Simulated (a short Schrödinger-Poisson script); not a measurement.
Stack: symmetric double-gate stack, SiO2 on p-type Si(100), at 300 K.

```tsv
layer	material	thickness (nm)	Na (cm⁻³)
1	SiO2	2.1	-
2	Si	3	1e16
3	SiO2	2.1	-
```

The device is made up for the run: typed textbook-type constants, with dimensions and the other settings drawn at random. SiO2: permittivity 3.9, conduction-band edge (eV) 3.15, gap (eV) 9, electron mass (mₑ) 0.5. Si: permittivity 11.7, conduction-band edge (eV) 0, gap (eV) 1.124, Nv at 300 K (cm⁻³) 3.1e19.

Channel valleys (confinement mass, in-plane density-of-states mass, number): Δ2 0.916, 0.19, 2; Δ4 0.19, 0.417, 4. At the gates, both at one voltage, the conduction-band edge of layer 1 lies 3.69 eV − eVg above the Fermi level of the channel. Gaps are held at their typed values at every temperature. Mesh 0.03 nm at interfaces.

Solved with a short Schrödinger-Poisson script written for these runs: 1D Poisson equation in equilibrium, electrons classical, Boltzmann, parabolic valleys, classical holes, full ionisation, no traps, pinning or gate leakage.

The same stack at other levels of the model or other numerical settings:

| run | sheet density of all electrons at Vg = 2 V (cm⁻²) | sheet density of all electrons at Vg = 0.8 V (cm⁻²) | capacitance of both gates at Vg = 2 V (μF/cm²) | rough cost against the base |
|---|---|---|---|---|
| base | 2.82e13 | 5.22e12 | 3.17 | about 1 |
| electrons treated as classical, Fermi-Dirac | (withheld) | 5.11e12 | 3.01 | 3 |
| electrons treated as quantum, Hartree | (withheld) | 3.88e12 | 2.88 | 30 |
| mesh six times as coarse | 2.79e13 | 5.16e12 | (withheld) | about 1 |

Problem. What belongs in the gaps?

Solution. 
- electrons treated as quantum, Hartree, sheet density of all electrons at Vg = 2 V (cm⁻²): 2.46e13
- mesh six times as coarse, capacitance of both gates at Vg = 2 V (μF/cm²): 3.12
- electrons treated as classical, Fermi-Dirac, sheet density of all electrons at Vg = 2 V (cm⁻²): 2.72e13

The classical rows ignore confinement, and Boltzmann statistics overrate the density once the band edge passes the Fermi level.
